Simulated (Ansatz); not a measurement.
**Hypothetical CsCl type LaP: response to strain**

Start from LaP in the CsCl type structure (space group Pm-3m, No. 221; a = 3.641 Å; a hypothetical phase, not in the database extracts checked; relaxed with 0.1 eV smearing).

Strains are applied to the cell and any free atomic positions relax.

The values are results of Kohn–Sham DFT with the PBE functional, run in Ansatz (a first-principles code) with PAW and 420 eV plane waves, scalar-relativistic without spin-orbit coupling, not measurements.

```tsv
isotropic strain (%)	pressure (GPa)
-3.52	9.8
0	0.0
1.42	-2.9
2.59	?
2.92	-5.4
```

**Question.** Fit P = P₀ − Bδ + Cδ² with δ = (1 + ε)³ − 1 to the rows shown and predict the withheld row.

**Answer.** Least squares on the printed values gives P₀ = 0.0 GPa, B = 76.8 GPa, C = 186 GPa (largest residual 0.0 GPa); this predicts -4.9 GPa, and the run gives -4.9 GPa, in agreement.

Stability against distortions was not tested. The final runs are not spin-polarised.
